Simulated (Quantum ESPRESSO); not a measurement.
Worked example: self-consistent single point of ScAl (P1, 4 atoms in the cell) in Quantum ESPRESSO.

Method of the run: PBEsol, PseudoDojo standard norm-conserving (PBESOL) pseudopotentials (plane waves; Quantum ESPRESSO).

The change in words: atoms moved at random. Reference geometry:
```yaml
crystal:
  lattice:
    - [2.16967, -5.26545, 0.00000]
    - [2.16967, 5.26545, 0.00000]
    - [0.00000, 0.00000, 3.78223]
  atoms:
    - { symbol: Sc, position: [0.86468, 0.13532, 0.25000] }
    - { symbol: Sc, position: [0.13532, 0.86468, 0.75000] }
    - { symbol: Al, position: [0.58450, 0.41550, 0.25000] }
    - { symbol: Al, position: [0.41550, 0.58450, 0.75000] }
```

Reference input (self-consistent single point, DFT, PBEsol, plane waves, PseudoDojo standard norm-conserving (PBESOL) pseudopotentials): ecutwfc = 80 Ry; occupations = smearing; smearing = fermi-dirac; degauss = 0.0073499 Ry; potentials = {Sc: Sc.upf, Al: Al.upf}; K_POINTS = automatic 6 6 6 0 0 0; conv_thr = 1e-10 Ry; mixing_beta = 0.5. This run's input differs from it in these lines:

```diff
@@ -25,6 +25,6 @@
 ATOMIC_POSITIONS {alat}
-Sc    0.3809823840   -0.6743533438    0.1660343742
-Sc    0.3809823840    0.6743533438    0.4981031226
-Al    0.3809823840   -0.1562544081    0.1660343742
-Al    0.3809823840    0.1562544081    0.4981031226
+Sc    0.3763263983   -0.6741675028    0.1703127479
+Sc    0.3850596574    0.6786249140    0.4865066177
+Al    0.3831718897   -0.1627107663    0.1706441526
+Al    0.3793715904    0.1582533550    0.5008114753
 K_POINTS {automatic}
```

Output, abridged:

```
     Self-consistent Calculation

     iteration #  1     ecut=    80.00 Ry     beta= 0.50

     Threshold (ethr) on eigenvalues was too large:
     Diagonalizing with lowered threshold

     total energy              =    -202.65245018 Ry
     estimated scf accuracy    <       0.09718538 Ry

     iteration #  2     ecut=    80.00 Ry     beta= 0.50

     total energy              =    -202.67528785 Ry
     estimated scf accuracy    <       0.02880413 Ry

     iteration #  3     ecut=    80.00 Ry     beta= 0.50

     total energy              =    -202.68029606 Ry
     estimated scf accuracy    <       0.00245883 Ry

   [... 7 blocks of this kind left out ...]

     iteration # 11     ecut=    80.00 Ry     beta= 0.50

     total energy              =    -202.68148927 Ry
     estimated scf accuracy    <          4.3E-09 Ry

     iteration # 12     ecut=    80.00 Ry     beta= 0.50
     c_bands:  1 eigenvalues not converged
     End of self-consistent calculation

     Number of k-points >= 100: set verbosity='high' to print the bands.

     the Fermi energy is     7.5959 ev

!    total energy              =    -202.68148927 Ry
     estimated scf accuracy    <          5.7E-11 Ry
     smearing contrib. (-TS)   =      -0.00879958 Ry
     internal energy E=F+TS    =    -202.67268969 Ry

     convergence has been achieved in  12 iterations

     Forces acting on atoms (cartesian axes, Ry/au):

     atom    1 type  1   force =     0.00432962   -0.00185769   -0.00387580
     atom    2 type  1   force =    -0.00337352   -0.00469508    0.01653760
     atom    3 type  2   force =     0.00114128    0.00926975   -0.01351388
     atom    4 type  2   force =    -0.00209738   -0.00271698    0.00085208

     Total force =     0.025030     Total SCF correction =     0.000010

          total   stress  (Ry/bohr**3)                   (kbar)     P=      -26.53
  -0.00016699   0.00002612  -0.00000244          -24.57        3.84       -0.36
   0.00002612  -0.00016799  -0.00003751            3.84      -24.71       -5.52
  -0.00000244  -0.00003751  -0.00020601           -0.36       -5.52      -30.30

   JOB DONE.
```

The run converged in 12 iterations. Against the reference run the free energy rises by 6.6 meV/atom, the pressure stays near -2.65 GPa while the xx stress (positive for compression) goes from -3.06 to -2.46 GPa and the largest force goes from 0.070 to 0.450 eV/Å. The full log also holds: “c_bands:  2 eigenvalues not converged”.

The starting cell comes from a database of computed structures (which also holds hypothetical and non-ambient phases and stackings), without a prior relaxation at this level. Its lattice was rescaled by a random factor within 2.5 % of one. For this run, on top of that: atoms moved at random.

Cost on one core of a shared machine: roughly 7 min.
